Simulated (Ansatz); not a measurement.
# Au on the 1x1 (111) surface of fcc Ag, one in a 2x2 cell, started at the site 'hollow Ag-Ag-Ag over Ag at depth 2.4 Å'

Level of theory: PBE (plane waves to 420 eV, PAW; Ansatz, an electronic-structure program).

Slab: 17 atoms, 7.1 Å thick at the start under the adsorbate (thin: gaps and levels are the slab's own); k 6x6x1, smearing 0.1 eV, dipole-corrected; 8 atoms held, the rest relaxed; held to the start's symmetry, so lower structures may exist; no spin, no spin-orbit, no U, no dispersion correction. At the end it is bonded to 3 Ag. In PBE it is, or lies within 0.03 eV of, the lowest of the starts that converged.

```json
{
  "adsorption energy against an atom of fcc Au": "13.2 kcal/mol",
  "work_function_of_the_top_face": "4.67 eV",
  "change_of_the_work_function": "0.23 eV",
  "change_of_the_step_from_the_bottom_to_the_top_vacuum_level_against_the_clean_slab": "0.25 eV",
  "energy_released_by_relaxation": "0.11 eV",
  "height of the binding atom over the mean of the host atoms within 0.3 Å of the top one": "4.011 bohr",
  "nearest_host_atoms_of_the_binding_atom": "Ag at 2.74 Å, Ag at 2.74 Å, Ag at 2.74 Å",
  "largest_move_of_a_host_atom": "0.03 Å",
  "cost": "about 2.4 core-minutes (a rough figure)"
}
```

A negative adsorption energy means that the adsorbate is more stable on the surface than in its reference.
